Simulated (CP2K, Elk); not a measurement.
A CP2K input for a self-consistent single point of RbBr (Fm-3m, 2 atoms in the cell) (DFT PBE, GPW, DZVP-MOLOPT-SR-GTH basis, GTH-PBE potentials (GTH_POTENTIALS)):

```
&GLOBAL
  PROJECT run
  RUN_TYPE ENERGY_FORCE
  PRINT_LEVEL LOW
&END GLOBAL
&FORCE_EVAL
  METHOD Quickstep
  STRESS_TENSOR ANALYTICAL
  &DFT
    BASIS_SET_FILE_NAME BASIS_MOLOPT
    POTENTIAL_FILE_NAME GTH_POTENTIALS
    &QS
      METHOD GPW
      EPS_DEFAULT 1E-10
    &END QS
    &MGRID
      CUTOFF 500
      REL_CUTOFF 50
      NGRIDS 5
    &END MGRID
    &SCF
      SCF_GUESS ATOMIC
      EPS_SCF 1E-6
      MAX_SCF 100
      ADDED_MOS 4
      &DIAGONALIZATION
        ALGORITHM STANDARD
      &END DIAGONALIZATION
      &MIXING
        METHOD BROYDEN_MIXING
        ALPHA 0.4
        NBUFFER 8
        BETA 1.5
      &END MIXING
      &SMEAR ON
        METHOD FERMI_DIRAC
        ELECTRONIC_TEMPERATURE [K] 232.09
      &END SMEAR
    &END SCF
    &KPOINTS
      SCHEME MONKHORST-PACK 8 8 8
      GAMMA_CENTERED T
    &END KPOINTS
    &XC
      &XC_FUNCTIONAL PBE
      &END XC_FUNCTIONAL
    &END XC
    &PRINT
      &MO
        EIGENVALUES T
        OCCUPATION_NUMBERS T
        NDIGITS 8
        FILENAME mo
        &EACH
          QS_SCF 0
        &END EACH
        ADD_LAST NUMERIC
      &END MO
      &MULLIKEN OFF
      &END MULLIKEN
    &END PRINT
  &END DFT
  &SUBSYS
    &CELL
      A 4.87196600 0.00000000 0.00000000
      B 2.43598300 4.21924600 0.00000000
      C 2.43598300 1.40641500 3.97794300
      PERIODIC XYZ
    &END CELL
    &COORD
      Rb       0.00000000     0.00000000     0.00000000
      Br       4.87196600     2.81283050     1.98897150
    &END COORD
    &KIND Rb
      BASIS_SET DZVP-MOLOPT-SR-GTH
      POTENTIAL GTH-PBE-q9
    &END KIND
    &KIND Br
      BASIS_SET DZVP-MOLOPT-SR-GTH
      POTENTIAL GTH-PBE-q7
    &END KIND
  &END SUBSYS
  &PRINT
    &FORCES ON
    &END FORCES
    &STRESS_TENSOR ON
    &END STRESS_TENSOR
  &END PRINT
&END FORCE_EVAL
```

**Question.** Write the same calculation as an input for Elk.

**Answer.** One input that does it (others would too):

```
tasks
  0

xctype
  20

rgkmax
  7.5

gmaxvr
  14.0

nxlo
  2

lorbcnd
  .true.

lmaxi
  2

swidth
  0.000734986

maxscl
  100

scale
  9.206680904

avec
    0.0000000000    0.7071067812    0.7071067812
    0.7071067812    0.0000000000    0.7071067812
    0.7071067812    0.7071067812    0.0000000000

atoms
  2
  'Rb.in'
  1
  0.0000000000  0.0000000000  0.0000000000    0.0 0.0 0.0
  'Br.in'
  1
  0.5000000000  0.5000000000  0.5000000000    0.0 0.0 0.0

ngridk
  8 8 8
```

Basis settings and potentials, where a program has them, do not carry over. This input uses DFT, PBE, all-electron FP-LAPW, Elk's shipped species files, APW+lo basis with extra local orbitals. Both were run: gap on the mesh 4.356 eV in CP2K and 4.347 in Elk.

On CP2K: the starting cell has typed, rounded lattice constants, without a prior relaxation at this level. Values carry the incompleteness of an atom-centred basis.

On Elk: the starting cell has typed, rounded lattice constants, without a prior relaxation at this level. Values depend on the basis (sphere radii, cutoffs, local orbitals), which need not be converged.
